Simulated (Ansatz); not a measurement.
Consider Ru in the hcp (Mg type) structure (space group P6_3/mmc, No. 194; a = 2.7219 Å, c = 4.2940 Å; relaxed with 0.1 eV smearing). Axes: x lies along a and z along c of the hexagonal cell.

Level of theory: PBE (Ansatz, an electronic-structure program, PAW, no spin-orbit coupling).

Base values:

```
Quantity    Value
--------  -------
Band gap     zero
Pressure  0.0 GPa
```

Modification: biaxial strain +1.00 %, plane normal [001], relaxed out of plane (Cartesian); in-plane vectors clamped, the third vector and the atoms free.

What does the calculation give for the out-of-plane strain, band gap and pressure after the change?

The out-of-plane strain amounts to -0.54 %; the band gap stays zero; the pressure (mean of the normal stresses, compression positive) goes from zero to -4.1 GPa.

Whether these cells are dynamically stable was not tested. The final runs are not spin-polarised.
